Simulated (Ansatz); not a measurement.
A relaxation of the atoms of K2Pd (P4mm, 3 atoms in the cell) with Ansatz (a quantum-chemistry and plane-wave program).

Method of the run: LDA (PW92), default PAW files made with PBE (plane waves; Ansatz).

The change in words: one atom moved by 0.15 angstrom; relax: default → atoms; relax.f_tol: default → 0.2 eV/Å. Reference geometry:
```xyz
3
Lattice="5.6841 0.0000 0.0000 0.0000 5.6841 0.0000 0.0000 0.0000 3.6763" Properties=species:S:1:pos:R:3 pbc="T T T"
K      0.0000     2.8420     1.8382
K      2.8420     0.0000     1.8382
Pd     0.0000     0.0000     0.0000
```

Reference input (self-consistent single point, DFT, LDA (PW92), plane waves, default PAW files made with PBE): basis.ecutwfc = 420 eV; kpoints.mp_grid.grid = 6 6 9; hamiltonian.xc = lda; hamiltonian.pseudopotentials = {kind: paw} (the program's default PAW files); scf.occupations.method = fermi_dirac; scf.occupations.width = 0.1 eV. This run's input differs from it in these lines:

Ansatz 0.2 input:
```diff
@@ -9,3 +9,3 @@
     - { symbol: K, position: [0.500000, 0.000000, 0.500000] }
-    - { symbol: Pd, position: [0.000000, 0.000000, 0.000000] }
+    - { symbol: Pd, position: [0.000000, 0.000000, 0.040802] }
 basis:
@@ -23,2 +23,4 @@
     width: 0.1
+relax:
+  f_tol: 0.2
 output:
```

Output, abridged:

```
   [... SCF lines of the steps left out ...]
relax step   1: F+E_penalty+E_count = -9836.34491099 eV  Δ(F+E_penalty+E_count) = +0.000e0 eV  max|allowed force component| = 1.004e-1 eV/Å  Δτ_max = 0.0000 Å  (6 SCF iters, dr2 threshold 1.00e-4 eV, accepted)
relax step   2: F+E_penalty+E_count = -9836.34491167 eV  Δ(F+E_penalty+E_count) = -6.737e-7 eV  max|allowed force component| = 9.941e-2 eV/Å  Δτ_max = 0.0000 Å  (4 SCF iters, accepted)
the relaxation is at rest under the 8 symmetry operations that the run kept from its start: a minimum is not shown …
Stability not checked: this state was not tested for a lower state beside it, because too few of the mixer's solves of this state at the end of the SCF gave a …
Free energy (F): -9836.344912 eV
Internal energy: -9836.296910 eV  (E = F + TS)
E sigma→0 (E₀):  -9836.320911 eV
Entropy (-TS):   -0.048002 eV (-16.001 meV/atom)
Fermi energy:    4.560013 eV
--- Forces (eV/Å), atoms counted from 1 ---
  atom   1  K     -0.00000000     0.00000000     0.04959398
   [... lines left out ...]
--- Relaxed structure (2 steps of the walk, 2 accepted, 0 SCFs on fresh bases) ---
  F+E_penalty+E_count = -9836.34491167 eV   max|allowed force component| = 9.941e-2 eV/Å
  atoms:
    - { symbol: K, position: [0.0, 0.5, 0.49999999999999994] }
    - { symbol: K, position: [0.5, 0.0, 0.49999999999999994] }
    - { symbol: Pd, position: [0.0, 0.0, 0.04080199999999999] }
```

The run converged.  The full log also holds: “iter 5 did not close the SCF: its close was put off for the readings that it lacked (scf_convergence_deferred on its scf_iter line)”.

Summary of the result:
- Free energy E − TS (on the zero of these files): -9836.3449 eV
- Fermi level (on the code's own zero): 4.56 eV
- Pressure: -2.03 GPa
- Largest force (vector length): 0.100 eV/Å
- Relaxation steps: 2

The starting cell comes from a database of computed structures (which also holds hypothetical and non-ambient phases and stackings), without a prior relaxation at this level. Its lattice was rescaled by up to half a per cent. For this run, on top of that: one atom moved by 0.15 angstrom. Spin polarisation is off. The relaxation keeps the symmetry of its start, so its end need not be a minimum. Ansatz's pressure includes its estimate of the finite-basis (Pulay) stress.
